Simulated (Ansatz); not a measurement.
BP (F-43m), HSE06, rigid bands run with Ansatz (a first-principles code): N_v = 3.52e19 cm⁻³ at 300 K and a hole conductivity mass of 0.369 mₑ.

**Question.** For 1e16 holes per cm³ at 300 K, place the Fermi level, estimate the Seebeck coefficient of a parabolic band with constant τ, and give mobility and conductivity for τ = 50 fs.

**Answer.** The level lies k_BT ln(N_v/p) = 0.211 eV above the valence-band maximum. S ≈ +(k_B/e)[ln(N_v/p) + 5/2] = 919 μV/K, against 913 μV/K from the full bands (mean over directions). μ = eτ/m = 238 cm²/(V·s) and σ = peμ = 0.382 S/cm. τ is assumed, not computed.

Band transport and this doping are assumed; polarons and phonon drag are left out. Spin-orbit coupling is left out; where it splits the top of the valence band, N_v and the p-type Seebeck coefficient come out somewhat high without it. Geometry: cell and atoms relaxed with PBEsol.
